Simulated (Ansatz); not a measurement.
For Hf₃Ge₂ (P4/mbm, No. 127; structure not from a measured cell), PBEsol (Ansatz, an electronic-structure program, plane waves, PAW) gives:

| Property | Result |
|---|---|
| lattice constant a | 7.083 Å |
| lattice parameter c | 3.651 Å |

### Question
What does r²SCAN-D4 (Ansatz, PAW) give for the same quantities?

### Answer

- lattice constant a: 7.104 Å (goes up by 0.3 %)
- lattice parameter c: 3.696 Å (goes up by 1.2 %)

Changes are worked out from the printed values.

Unless a cell is named, each level is at its own relaxed cell (PBEsol 18.32, r²SCAN-D4 18.65 Å³/atom).

Levels without +SOC leave out spin–orbit coupling, which shifts energies and cells of such heavy elements.

Caveats: the relaxation could not lower the start's symmetry, so the cell can be a saddle point above a distorted one (PBEsol, r²SCAN-D4). Ansatz's density-functional and Hartree–Fock values are scalar-relativistic unless marked +SOC, with PAW data made under PBE.
